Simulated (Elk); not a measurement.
Band structure of NbZn3 (Pm-3m, 4 atoms in the cell).

```yaml
crystal:
  lattice:
    - [3.90998, 0.00000, 0.00000]
    - [0.00000, 3.90998, 0.00000]
    - [0.00000, 0.00000, 3.90998]
  atoms:
    - { symbol: Nb, position: [0.00000, 0.00000, 0.00000] }
    - { symbol: Zn, position: [0.50000, 0.00000, 0.50000] }
    - { symbol: Zn, position: [0.00000, 0.50000, 0.50000] }
    - { symbol: Zn, position: [0.50000, 0.50000, 0.00000] }
```

Level of theory: PBEsol, all-electron FP-LAPW, Elk's shipped species files, LAPW+lo basis (Elk 10.2.4).

Settings: xctype = 22; rgkmax = 8; stype = 3; swidth = 0.00367493 Ha; ngridk = 7 7 7; gmaxvr = 14 1/bohr; nxoapwlo = 1.

The starting cell comes from a database of computed structures (which also holds hypothetical and non-ambient phases and stackings), without a prior relaxation at this level. Spin polarisation is off. Values depend on the basis (sphere radii, cutoffs, local orbitals), which need not be converged.

Levels in eV from the Fermi level, bands 30 to 37:
```tsv
point	30	31	32	33	34	35	36	37
Γ	-1.42	-1.42	0.38	0.38	0.38	1.49	1.49	1.49
X	-6.15	-1.16	-1.11	-1.11	1.47	1.64	3.27	4.46
M	-3.48	-3.39	-3.39	-0.40	-0.40	1.71	2.48	2.64
R	-2.93	-2.93	-2.60	-1.06	-1.06	-1.06	2.08	2.08
```

Bands cross the Fermi level along this path, so the cell is metallic at this level.
